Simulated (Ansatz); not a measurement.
Base system: WSe$_{2}$ (space group P6_3/mmc, No. 194; a = 3.279 Å, c = 12.786 Å; layered, stacked along the Cartesian z axis). Axes: x lies along a and z along c of the hexagonal cell.

Structures relaxed with Ansatz (an electronic-structure program) PBE-D3(BJ), no spin-orbit coupling.

Base:

Simulated powder pattern, Cu Kα1, λ = 1.54056 Å (kinematic, ideal powder, no thermal factors, no anomalous dispersion; the 8 strongest lines at most, above 2 %, up to 2θ = 90°):

```json
[
 {"2θ (°)": "13.84", "I/Imax (%)": "75", "hkl": "(002)"},
 {"2θ (°)": "31.48", "I/Imax (%)": "34", "hkl": "(100)"},
 {"2θ (°)": "34.53", "I/Imax (%)": "13", "hkl": "(102)"},
 {"2θ (°)": "38.05", "I/Imax (%)": "100", "hkl": "(103)"},
 {"2θ (°)": "47.83", "I/Imax (%)": "40", "hkl": "(105)"},
 {"2θ (°)": "56.05", "I/Imax (%)": "27", "hkl": "(110)"},
 {"2θ (°)": "69.75", "I/Imax (%)": "17", "hkl": "(203)"},
 {"2θ (°)": "84.61", "I/Imax (%)": "16", "hkl": "(118)"}
]
```

Modification: the cell is compressed by 2.40 % along z with no lateral relaxation, atoms relaxed at fixed cell.

Task: Where do the lines fall after the change?

Result: 
Simulated powder pattern, Cu Kα1, λ = 1.54056 Å (kinematic, ideal powder, no thermal factors, no anomalous dispersion; the 8 strongest lines at most, above 2 %, up to 2θ = 90°):

```csv
2θ (°),I/Imax (%),hkl
14.18,66,(002)
31.48,34,(100)
34.68,12,(102)
38.35,100,(103)
48.52,35,(105)
56.05,27,(110)
69.95,17,(203)
85.94,15,(118)
```

The indices refer to the base's conventional cell; one index is shown for lines that coincide.

The cells carry an imposed strain or load. No phonon test of stability was made.
